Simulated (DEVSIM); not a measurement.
System: illuminated Si p-on-n cell, one wavelength, at 300 K.

Layer 1 from the left is Si, thickness (μm) 0.890, Na (cm⁻³) 9.3e18, τn (s) 5.3e-9, τp (s) 8e-8, absorption coefficient (cm⁻¹) 2200. Layer 2 from the left is Si, thickness (μm) 96.0, Nd (cm⁻³) 7.9e15, τn (s) 2.1e-7, τp (s) 2.1e-7, absorption coefficient (cm⁻¹) 2200.

Left contact: ohmic, minority electron recombination velocity 40000 cm/s. Right contact: ohmic, minority hole recombination velocity 30 cm/s. Voltage is applied to the left contact. Recombination: SRH at mid-gap, radiative, Auger. Gap narrowing is on: ΔEg = 6.92 meV × (l + √(l² + 0.5)), l = ln(N/1.3e17 cm⁻³), shared equally by both band edges. Light enters at the left, 1.7e17 photons cm⁻² s⁻¹, one pass, no reflection. Mobility is μmin + (μ − μmin)/(1 + (N/Nref)^α).

This is a model device: material constants are rounded textbook-type values typed into the input, and sizes, dopings and lifetimes were drawn at random. Values at 300 K.

Si: gap (eV) 1.124, affinity (eV) 4.05, permittivity 11.7, Nc (cm⁻³) 2.86e19, Nv (cm⁻³) 3.1e19, μn (cm²/Vs) 1417, μp (cm²/Vs) 470, μn,min 52, μp,min 45, Nref,n 9.7e16, Nref,p 2.2e17, αn 0.68, αp 0.72, B (cm³/s) 4.7e-15, Cn (cm⁶/s) 2.8e-31, Cp (cm⁶/s) 9.9e-32.

Simulated with DEVSIM: 1D drift-diffusion, Boltzmann statistics, complete ionisation; no tunnelling, impact ionisation, image-force lowering or self-heating.

Problem. What does the simulation give for the fill factor, the potential step across the device at zero bias, the dark forward voltage at 100 A/cm²?

Solution. fill factor 0.80; potential step across the device at zero bias 0.851 V; dark forward voltage at 100 A/cm² 0.970 V.
